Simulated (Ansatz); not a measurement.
Hypothetical rock salt BAs, pressure series

Base system: BAs in the rock salt structure (space group Fm-3m, No. 225; a = 4.567 Å; a hypothetical phase, not in the database extracts checked).

Cell and atoms are relaxed at each pressure.

Calculations: plane-wave PAW DFT at the PBEsol level (Ansatz, an electronic-structure program, 420 eV), spin-orbit coupling left out.

Notes on the quantities. enthalpy: H = E + PV relative to the base's energy.

| case | enthalpy | density |
|---|---|---|
| base | – | 5.98 g/cm³ |
| pressure −2 GPa | -0.15 eV/atom | 5.89 g/cm³ |
| pressure −1 GPa | -0.07 eV/atom | 5.94 g/cm³ |
| pressure 0.3 GPa | +0.02 eV/atom | 5.99 g/cm³ |
| pressure 0.7 GPa | +0.05 eV/atom | 6.01 g/cm³ |
| pressure 1.5 GPa | +0.11 eV/atom | 6.04 g/cm³ |
| pressure 3 GPa | +0.22 eV/atom | 6.10 g/cm³ |
| pressure 5 GPa | +0.37 eV/atom | 6.18 g/cm³ |
| pressure 7.5 GPa | +0.54 eV/atom | 6.27 g/cm³ |
| pressure 10 GPa | +0.72 eV/atom | 6.36 g/cm³ |

Load acts through the strain it causes; cell and atoms are relaxed under it. No phonon test of stability was made. No other phases were tried under pressure. The final runs are not spin-polarised.
